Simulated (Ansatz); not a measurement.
Point defects in ZnS

Consider an 8-atom supercell of ZnS in the zinc blende structure (space group F-43m, No. 216) at its relaxed geometry.

```yaml
crystal:
  lattice:
    - [-5.35692, 0.00000, 0.00000]
    - [0.00000, 0.00000, 5.35692]
    - [0.00000, 5.35692, 0.00000]
  atoms:
    - { symbol: S, position: [0.25000, 0.75000, 0.75000] }
    - { symbol: S, position: [0.75000, 0.75000, 0.25000] }
    - { symbol: S, position: [0.75000, 0.25000, 0.75000] }
    - { symbol: S, position: [0.25000, 0.25000, 0.25000] }
    - { symbol: Zn, position: [0.00000, 0.00000, 0.00000] }
    - { symbol: Zn, position: [0.50000, 0.00000, 0.50000] }
    - { symbol: Zn, position: [0.50000, 0.50000, 0.00000] }
    - { symbol: Zn, position: [0.00000, 0.50000, 0.50000] }
```

One neutral defect a cell, atoms relaxed at fixed cell.

All numbers come from Kohn–Sham DFT with the PBEsol functional, run in Ansatz (a first-principles code) with PAW and 420 eV plane waves, without spin-orbit coupling, earlier PAW set.

```tsv
variant	largest displacement of a host atom from its site in the perfect cell	pressure
perfect supercell	–	0.0 GPa
Zn vacancy	___	___
S on a Zn site (antisite), symmetric start	0.15 Å	4.9 GPa
Zn on a S site (antisite), symmetric start	0.07 Å	3.1 GPa
S vacancy	___	___
P on a S site, symmetric start	0.02 Å	0.3 GPa
```

Complete the table.


- Zn vacancy, largest displacement of a host atom from its site in the perfect cell: 0.03 Å
- Zn vacancy, pressure: -2.3 GPa
- S vacancy, largest displacement of a host atom from its site in the perfect cell: 0.86 Å
- S vacancy, pressure: -3.4 GPa

The magnetic state is the one reached from the starting moments; the real material's order can differ, and small cells can't hold many antiferromagnetic ones. The cell is small, so the values are those of an ordered compound at a high defect concentration; dilute-limit values will differ. A case with no gap was solved on a k-mesh chosen for an insulator, which is coarse for it. Defects with a symmetric start kept the site's symmetry and may sit on a saddle; the others started slightly shaken. Starting moments died away, wholly or in part, for S on a Zn site (antisite), Zn on a S site (antisite), S vacancy and P on a S site; another magnetic solution may exist.
